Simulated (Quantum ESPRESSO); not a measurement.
A user runs Quantum ESPRESSO on Nb12Al3In (Pmmm, 16 atoms in the cell) and asks whether the run is sound. The aim is a self-consistent single point with DFT, LDA (PZ), plane waves, GBRV 1.5 ultrasoft (LDA) pseudopotentials.

Cell that was meant: a = 5.2477 Å, b = 5.2616 Å, c = 10.4307 Å, α = 90.00°, β = 90.00°, γ = 90.00°.

Part of the input:

```fortran
 nat = 16
 ntyp = 3
 ecutwfc = 40
 occupations = 'smearing'
 smearing = 'marzari-vanderbilt'
 degauss = 0.019992
/
```

Log, with long lists cut:

```
     Message from routine setup:
     using ibrav=0 with symmetry is DISCOURAGED, use correct ibrav instead
     G-vector sticks info
   [... lines left out ...]
                       cart. coord. in units 2pi/alat
        k(    1) = (   0.0000000   0.0000000   0.0000000), wk =   0.0625000
        k(    2) = (   0.0000000   0.0000000  -0.2515526), wk =   0.0625000
        k(    3) = (   0.0000000   0.2493424   0.0000000), wk =   0.1250000
   [... 15 lines left out ...]

     Dense  grid:    66417 G-vectors     FFT dimensions: (  40,  45,  80)

     Initial potential from superposition of free atoms

     starting charge     176.4675, renormalised to     178.0000
     Self-consistent Calculation

     iteration #  1     ecut=    40.00 Ry     beta= 0.70

---- Real-time Memory Report at c_bands before calling an iterative solver
           391 MiB given to the printing process from OS
           334 MiB allocation reported by mallinfo(arena+hblkhd)
------------------

     total energy              =   -1509.56489488 Ry
     estimated scf accuracy    <      72.55461809 Ry

     iteration #  2     ecut=    40.00 Ry     beta= 0.70

---- Real-time Memory Report at c_bands before calling an iterative solver
   [... lines left out ...]

---- Real-time Memory Report at c_bands before calling an iterative solver
           596 MiB given to the printing process from OS
           398 MiB allocation reported by mallinfo(arena+hblkhd)
------------------

     total energy              =   -1570.28154689 Ry
     estimated scf accuracy    <          1.9E-10 Ry

     iteration # 24     ecut=    40.00 Ry     beta= 0.70

---- Real-time Memory Report at c_bands before calling an iterative solver
           596 MiB given to the printing process from OS
           398 MiB allocation reported by mallinfo(arena+hblkhd)
------------------
     End of self-consistent calculation

     the Fermi energy is    15.4007 ev

!    total energy              =   -1570.28154689 Ry
     estimated scf accuracy    <          2.1E-11 Ry
     smearing contrib. (-TS)   =      -0.00047100 Ry
     internal energy E=F+TS    =   -1570.28107589 Ry

     convergence has been achieved in  24 iterations

     Forces acting on atoms (cartesian axes, Ry/au):

     atom    1 type  1   force =     0.00000000    0.00000000    0.00023378
     atom    2 type  1   force =     0.00000000    0.00000000   -0.00023378
     atom    3 type  1   force =     0.00000000    0.00000000    0.00000000
     atom    4 type  2   force =     0.00000000    0.00000000   -0.00096692
   [... lines left out ...]

     Total force =     0.012728     Total SCF correction =     0.000023

          total   stress  (Ry/bohr**3)                   (kbar)     P=     -101.56
  -0.00070105   0.00000000   0.00000000         -103.13        0.00        0.00
   0.00000000  -0.00068442   0.00000000            0.00     -100.68        0.00
   0.00000000   0.00000000  -0.00068568            0.00        0.00     -100.87

   JOB DONE.
```

Problem. Is anything amiss in this input, and did it matter?

Solution. The results are close to the sound ones and would serve for rough work. The doubtful point is a density cutoff or grid that is too coarse. The charge density holds wave vectors up to twice those of the orbitals (four times the energy cutoff), and augmentation charges need more still. The run converged in 24 iterations without an error; against the sound input the free energy goes down by 1.0 meV/atom, the pressure moves little (-10.15 to -10.16 GPa) and the largest force stays at 0.188 eV/Å.

An input that runs soundly differs in these lines (not the only fix; some lines may just follow from the change or write a value another way):
```diff
+ ecutrho = 320
```

With that input, the run converged in 24 iterations: free energy E − TS -21364.7523 eV; Fermi level (on the code's own zero) 15.40 eV; pressure -10.15 GPa; largest force (vector length) 0.188 eV/Å (DFT, LDA (PZ), plane waves, GBRV 1.5 ultrasoft (LDA) pseudopotentials).

On the sound input: the starting cell comes from a database of computed structures (which also holds hypothetical and non-ambient phases and stackings), without a prior relaxation at this level. Spin polarisation is off. With a pressure of about -10 GPa the cell is away from its equilibrium volume at this level.
